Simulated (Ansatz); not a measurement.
# Na (model structure, started from the simple cubic type, Pm-3m, No. 221, 1 atom in the cell)

The numbers are results of PBEsol in Ansatz (PAW), not measurements.

Run with plane-wave cutoff 520 eV, 16×16×16 k mesh, Fermi–Dirac smearing 0.05 eV, scalar-relativistic PAW data made under PBE.

Cell (relaxed at this level):

```
CELL_PARAMETERS angstrom
      3.38587     0.00000     0.00000
      0.00000     3.38587     0.00000
      0.00000     0.00000     3.38587
ATOMIC_POSITIONS crystal
  Na 0.00000 0.00000 0.00000
```

| Item | Result |
|---|---|
| band gap | none |

Note: the relaxation could raise the start's symmetry but not lower it, so the cell can be a saddle point.

A model structure was made by putting elements into a prototype or built by hand; it is no filed structure, need not be a known phase, and can be a saddle point held by its symmetry.

Ansatz is an electronic-structure program.
